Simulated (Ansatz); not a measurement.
**SiGe (P6₃mc, No. 186, 4 atoms in the cell; start mp-978534): smallest direct gap on the k points sampled by level of theory**

No measured value is used here.

| level (code) | value (eV) | cell (Å³/atom) |
|---|---|---|
| LDA (Ansatz) | 0.43 | 20.74 |
| PBEsol+SOC (Ansatz) | 0.34 | 21.22 |
| r²SCAN+SOC (Ansatz) | 0.73 | 21.22 |
| r²SCAN+rVV10 (Ansatz) | 0.79 | 21.14 |
| HSE06+SOC (Ansatz) | 1.03 | 21.22 |
| PBE0 (Ansatz) | 1.71 | 21.22 |
| r²SCAN0 (Ansatz) | 1.86 | 21.22 |
| G0W0@PBEsol (Ansatz) | 1.01 | 21.24 |

At these levels the smallest gap is indirect and lower: LDA 0.32, PBEsol+SOC 0.28, r²SCAN+SOC 0.59, r²SCAN+rVV10 0.61, HSE06+SOC 0.89, PBE0 1.59, r²SCAN0 1.69, G0W0@PBEsol 0.93 eV. Computed values are for a static lattice. Levels without +SOC have no spin–orbit coupling; where heavier elements are present it shifts gaps, mostly down, and can invert bands.  G0W0@PBEsol: filled d or f shells below the valence bands can shift G0W0 gaps through exchange with them, which wasn't tested here. Values are at the PBEsol cell; LDA at the level's own equilibrium cell; r²SCAN+rVV10 at the level's own relaxed cell. Cutoffs and k meshes differ between the levels. Ansatz's density-functional and Hartree–Fock values are scalar-relativistic unless marked +SOC, with PAW data made under PBE.

A start named mp-… is a Materials Project structure, which need not be a measured phase.

Ansatz is a program for electronic structure.
